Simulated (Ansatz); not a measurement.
Base system: CdS in the zinc blende structure (space group F-43m, No. 216; a = 5.879 Å). Axes: x, y, z lie along the cube axes.

The change: biaxial strain −4.09 %, plane normal [001], relaxed out of plane (Cartesian); in-plane vectors clamped, the third vector and the atoms free.

Levels (all Ansatz, an electronic-structure program, PAW, earlier PAW set): r2SCAN (500 eV, without spin-orbit coupling); HSE06 (420 eV, spin-orbit coupling left out); HSE06+SOC (420 eV, with spin-orbit coupling).

One geometry, relaxed with r2SCAN, under each level:

The valence-band top lists the three highest levels at Γ (Kramers pairs under SOC), from the VBM.

```json
[
 {"level": "r2SCAN", "band gap": "1.46 eV", "lowest conduction level above the VBM at special points": "Γ 1.46 eV; N 3.27 eV; X 3.63 eV", "valence-band top at Γ": "0.00, 0.00, -0.36 eV"},
 {"level": "HSE06", "band gap": "(withheld)", "lowest conduction level above the VBM at special points": "(withheld)", "valence-band top at Γ": "–"},
 {"level": "HSE06+SOC", "band gap": "(withheld)", "lowest conduction level above the VBM at special points": "(withheld)", "valence-band top at Γ": "(withheld)"}
]
```

Task: Give the withheld HSE06 and HSE06+SOC results.

Result: 
- HSE06, band gap: 2.03 eV
- HSE06, lowest conduction level above the VBM at special points: Γ 2.03 eV; N 3.90 eV; X 4.23 eV
- HSE06+SOC, band gap: 2.01 eV
- HSE06+SOC, lowest conduction level above the VBM at special points: Γ 2.01 eV; N 3.88 eV; X 4.21 eV
- HSE06+SOC, valence-band top at Γ: 0.00, -0.03, -0.39 eV

Single points use the geometry relaxed with r2SCAN. The spin-orbit shifts are approximate. Whether these cells are dynamically stable was not tested. k-point labels follow each cell's own Brillouin zone.
